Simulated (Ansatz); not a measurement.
Take GeSe in the GeS type structure (space group Pnma, No. 62; a = 10.9616 Å, b = 3.8761 Å, c = 4.4314 Å; layered, stacked along the Cartesian x axis) as the base. Axes: x, y, z lie along a, b, c of the conventional cell.

Method: Ansatz (a first-principles code) PBE-D3(BJ), without spin-orbit coupling, earlier PAW set.

Strains are applied to the cell and any free atomic positions relax; under biaxial strain the out-of-plane vector relaxes too.

One change was made to it. Results:

| quantity | base | after |
|---|---|---|
| smallest direct gap | 0.93 eV | 0.86 eV |
| shortest interatomic distance | 2.584 Å | 2.590 Å |
| pressure (mean of the normal stresses, compression positive) | 0.1 kbar | -13.2 kbar |

Task: Which change produced these results?
A) biaxial strain +2.80 %, plane normal [001], relaxed out of plane
B) uniaxial strain ε_xx = +3.61 %
C) biaxial strain −2.32 %, plane normal [001], relaxed out of plane

Result: B, uniaxial strain ε_xx = +3.61 %. For comparison, the smallest direct gap in the other runs: biaxial strain +2.80 %, plane normal [001], relaxed out of plane gives 0.80 eV; biaxial strain −2.32 %, plane normal [001], relaxed out of plane gives 1.04 eV.

No phonon test of stability was made. The D3 term's C6 switches between coordination references near this geometry, which can add small steps to energies.
